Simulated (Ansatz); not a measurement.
## SiO2: element substitutions

Base system: SiO$_{2}$ in the rutile structure (space group P4_2/mnm, No. 136; a = 4.1946 Å, c = 2.6785 Å).

Each row replaces one element on all its sites; cell and atoms are relaxed.

Levels (all Ansatz, an electronic-structure program, PAW): PBEsol (420 eV, no spin-orbit coupling); r2SCAN (500 eV, scalar-relativistic without spin-orbit coupling); HSE06 (420 eV, without spin-orbit coupling).

Band gaps by level, all at the geometries relaxed with PBEsol:

```
case      PBEsol      r2SCAN       HSE06
-------  -------  ----------  ----------
base     5.35 eV     6.36 eV     7.50 eV
O → S       zero        zero  (withheld)
Si → Ti  1.87 eV  (withheld)  (withheld)
```

Problem. What belongs in the blanks?

Solution. 
- O → S, HSE06: 0.36 eV
- Si → Ti, r2SCAN: 2.24 eV
- Si → Ti, HSE06: 3.40 eV

Single points use the geometry relaxed with PBEsol. HSE06 was sampled on its mesh, a few special points and the semilocal edge points, so its gap is an upper bound. Whether these cells are dynamically stable was not tested. As relaxed here, SiS2 is a hypothetical phase, not in the database extracts checked. All final runs are without spin polarisation. Gaps under 0.05 eV, about the width of the smearing, are given as zero. The zero or small gap of SiS2 can change with the level of theory.
